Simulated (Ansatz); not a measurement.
Results of PBEsol (Ansatz, an electronic-structure program, plane waves, PAW) for cubic perovskite CsPbCl3 (cubic high-temperature phase).

Settings: plane-wave cutoff 560 eV, 4×4×4 k mesh, perturbation theory, scalar-relativistic PAW data made under PBE.

The cell has the measured lattice parameters. Conventional cell: a = 5.6050 Å, b = 5.6050 Å, c = 5.6050 Å, α = 90.00°, β = 90.00°, γ = 90.00°.

```
CELL_PARAMETERS angstrom
      5.60500     0.00000     0.00000
      0.00000     5.60500     0.00000
      0.00000     0.00000     5.60500
ATOMIC_POSITIONS crystal
  Cs 0.00000 0.00000 0.00000
  Pb 0.50000 0.50000 0.50000
  Cl 0.50000 0.00000 0.50000
  Cl 0.00000 0.50000 0.50000
  Cl 0.50000 0.50000 0.00000
```

Harmonic phonon frequencies (cm⁻¹; i marks an imaginary mode; at Γ without the LO shift):

```json
[
 {"q point": "Γ", "frequencies": "26i 26i 26i 16i 16i 16i 0 0 0 43 43 43 137 137 137"},
 {"q point": "X", "frequencies": "14i 14i 12i 12i 25 36 36 38 38 39 49 109 137 137 253"},
 {"q point": "M", "frequencies": "51i 25i 25i 10 33 36 36 42 42 85 102 102 138 224 262"},
 {"q point": "R", "frequencies": "52i 52i 52i 11i 11i 11i 78 78 78 99 99 99 224 224 268"}
]
```

Imaginary modes appear, so the structure is dynamically unstable at this level.

Note: the run warned that the k mesh is coarse for the response to a field; the run finds an imaginary mode (52i cm⁻¹), so the cell is a saddle point at this level; the cell isn't this level's own, so it is under some stress, which shifts stiffness and frequencies.
